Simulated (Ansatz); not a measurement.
Consider CdSe in the wurtzite structure (space group P6_3mc, No. 186; a = 4.3829 Å, c = 7.1547 Å).

The change: a hydrostatic pressure of 1.8 GPa.

Levels (all Ansatz, an electronic-structure program, PAW, earlier PAW set): PBE (420 eV, no SOC); r2SCAN (500 eV, spin-orbit coupling left out); HSE06 (420 eV, spin-orbit coupling left out); PBE+SOC (420 eV, spin-orbit coupling included).

At the geometry relaxed with PBE, these levels gave the following band gaps, in shuffled order: (a) 1.56 eV, (b) 1.11 eV, (c) 0.50 eV, (d) 0.62 eV.

Match each gap to its level.

(a) HSE06; (b) r2SCAN; (c) PBE+SOC; (d) PBE.

Single points use the geometry relaxed with PBE. The spin-orbit shifts are approximate. Load acts through the strain it causes; cell and atoms are relaxed under it. No phonon test of stability was made.
